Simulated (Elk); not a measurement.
Troubleshooting Elk: a failed run on MnSn (Fm-3m, 2 atoms in the cell). The aim is a self-consistent single point with DFT, PBEsol, all-electron FP-LAPW, Elk's shipped species files, default APW+lo basis.

Cell that was meant: a = 3.8860 Å, b = 3.8860 Å, c = 3.8860 Å, α = 60.00°, β = 60.00°, γ = 60.00°.

Part of the input:

```

rgkmax
  7.0

lmaxapw
  4

lmaxo
  8

rmtscf
  0.98
```

Output (repeated stretches shortened):

```
│ Elk code version 10.2.4 started │

│ Current task : 0 │

Error(init0): lmaxo > lmaxapw :        8       4
```

Task: Read the log: what does the program object to, and what is the fix?

Result: The fault is angular cutoffs in an order that the program does not allow or that is too low; here the program stops on it instead of giving results. To fix it, restore the usual pair of cutoffs. The program stopped before any SCF iteration.

An input that runs soundly differs in these lines (not the only fix; some lines may just follow from the change or write a value another way):
```diff
-
-lmaxapw
-  4
-
-lmaxo
-  8
```

With that input, the run converged in 39 iterations: total energy -199566.5314 eV; Fermi level (on the code's own zero) 6.53 eV; size of the cell's spin moment 3.33 μB; site moments (μB, in the program's spheres or projections) Mn 3.37, Sn -0.13 (DFT, PBEsol, all-electron FP-LAPW, Elk's shipped species files, default APW+lo basis).

On the sound input: the starting cell comes from a database of computed structures (which also holds hypothetical and non-ambient phases and stackings), without a prior relaxation at this level. With one magnetic atom in the cell only a parallel order is possible. Values depend on the basis (sphere radii, cutoffs, local orbitals), which need not be converged.
